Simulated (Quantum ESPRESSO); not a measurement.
Quantum ESPRESSO is run on Nb3Au (Pm-3n, 8 atoms in the cell), and the run fails. The aim is a self-consistent single point with DFT, LDA (PZ), plane waves, GBRV 1.5 ultrasoft (LDA) pseudopotentials.

Input:

```fortran
&CONTROL
   calculation = 'scf'
   prefix = 'run'
   outdir = './out'
   pseudo_dir = './'
   tprnfor = .true.
   tstress = .true.
/
&SYSTEM
   ibrav = 1
   celldm(1) = 9.8227963958
   nat = 8
   ntyp = 2
   ecutwfc = 40
   ecutrho = 320
   occupations = 'smearing'
   smearing = 'marzari-vanderbilt'
   degauss = 0.0073499
/
&ELECTRONS
   conv_thr = 1.0d-10
   mixing_beta = 0.7
/
ATOMIC_SPECIES
Au   196.9666  au_lda_v1.uspp.F.UPF
Nb    92.9064  nb-lda-v1.uspp.F.UPFx
ATOMIC_POSITIONS {crystal}
Au    0.0000000000    0.0000000000    0.0000000000
Au    0.5000000000    0.5000000000    0.5000000000
Nb    0.2500000000    0.0000000000    0.5000000000
Nb    0.5000000000    0.7500000000    0.0000000000
Nb    0.7500000000    0.0000000000    0.5000000000
Nb    0.5000000000    0.2500000000    0.0000000000
Nb    0.0000000000    0.5000000000    0.7500000000
Nb    0.0000000000    0.5000000000    0.2500000000
K_POINTS {automatic}
7 7 7  1 1 1
```

Log, with long lists cut:

```
 %%%%%%%%%%%%%%%%%%%%%%%%%%%%%%%%%%%%%%%%%%%%%%%%%%%%%%%%%%%%%%%%%%%%%%%%%%%%%%
     Error in routine readpp (1):
     file ./nb-lda-v1.uspp.F.UPFx not found
 %%%%%%%%%%%%%%%%%%%%%%%%%%%%%%%%%%%%%%%%%%%%%%%%%%%%%%%%%%%%%%%%%%%%%%%%%%%%%%

     stopping ...
```

Question: Read the log: what does the program object to, and what is the fix?

Answer: The fault is a potential or basis that cannot be found. The input names a file or set that is not where the program looks, or that does not exist under that name. To fix it, correct the name or place the file. The program stopped before any SCF iteration.

An input that runs soundly differs in these lines (not the only fix; some lines may just follow from the change or write a value another way):
```diff
-Nb    92.9064  nb-lda-v1.uspp.F.UPFx
+Nb    92.9064  nb_lda_v1.uspp.F.UPF
```

With that input, the run converged in 13 iterations: free energy E − TS -12768.4643 eV; Fermi level (on the code's own zero) 17.81 eV; pressure -7.01 GPa (DFT, LDA (PZ), plane waves, GBRV 1.5 ultrasoft (LDA) pseudopotentials).

On the sound input: the starting cell comes from a database of published, mostly measured structures (it also holds non-ambient and calculated ones), without a prior relaxation at this level. Spin polarisation is off. With a pressure of about -7 GPa the cell is away from its equilibrium volume at this level.
